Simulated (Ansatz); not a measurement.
# Response to strain in SiSe2

The reference is SiSe$_{2}$ (space group Ibam, No. 72; a = 6.2991 Å, b = 9.3068 Å, c = 5.8559 Å; made of chains). Axes: x, y, z lie along a, b, c of the conventional cell.

Strains are applied to the cell and any free atomic positions relax; under biaxial strain the out-of-plane vector relaxes too.

Calculations: PBEsol/PAW in Ansatz (a program for electronic structure), no spin-orbit coupling, earlier PAW set.

Candidates:
(a) biaxial strain +1.13 %, plane normal [001], relaxed out of plane
(b) tensor shear ε_yz = −2.36 %
(c) uniaxial strain ε_yy = −2.79 %

Base values:

```
Property   Result
--------  -------
Band gap  1.66 eV
```

### Question
Order them by band gap, lowest first.

### Answer
(c) uniaxial strain ε_yy = −2.79 % (1.57 eV), (b) tensor shear ε_yz = −2.36 % (1.68 eV), (a) biaxial strain +1.13 %, plane normal [001], relaxed out of plane (1.72 eV)

A biaxial case was relaxed in a doubled cell and then solved in the primitive one. Whether these cells are dynamically stable was not tested. No dispersion term is included in the PBEsol runs.
